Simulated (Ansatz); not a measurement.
# HfN under a change: uniaxial strain ε_zz = −2.00 %

Consider HfN in the rock salt structure (space group Fm-3m, No. 225; a = 4.4683 Å; relaxed with 0.1 eV smearing). Axes: x, y, z lie along the cube axes.

Perturbation: the cell is compressed by 2.00 % along z with no lateral relaxation, atoms relaxed at fixed cell.

Computed with Kohn–Sham DFT with the LDA functional, run in Ansatz (a first-principles code) with PAW and 420 eV plane waves, spin-orbit coupling left out. Settings: 22×22×22 k-points, 0.1 eV Fermi–Dirac smearing.

```csv
quantity,base,changed,shift
volume per atom,11.15 Å³,10.93 Å³,-0.22 Å³
space group,Fm-3m (No. 225),I4/mmm (No. 139),–
energy relative to the base (free energy F),0 meV/atom,+10 meV/atom,+10 meV/atom
"pressure (mean of the normal stresses, compression positive)",0.0 GPa,6.7 GPa,+6.7 GPa
band gap,zero,zero,–
"stress (xx, yy, zz, yz, xz, xy; compression positive)",–,"(2.4, 2.4, 15.2, 0.0, 0.0, 0.0) GPa",–
```

Final structure:

```yaml
crystal:
  lattice:
    - [0.00000, 2.23415, 2.18947]
    - [2.23415, 0.00000, 2.18947]
    - [2.23415, 2.23415, 0.00000]
  atoms:
    - { symbol: Hf, position: [0.00000, 0.00000, 0.00000] }
    - { symbol: N, position: [0.50000, 0.50000, 0.50000] }
```

Stability against distortions was not tested. All final runs are without spin polarisation. An odd electron count without spin: HfN.
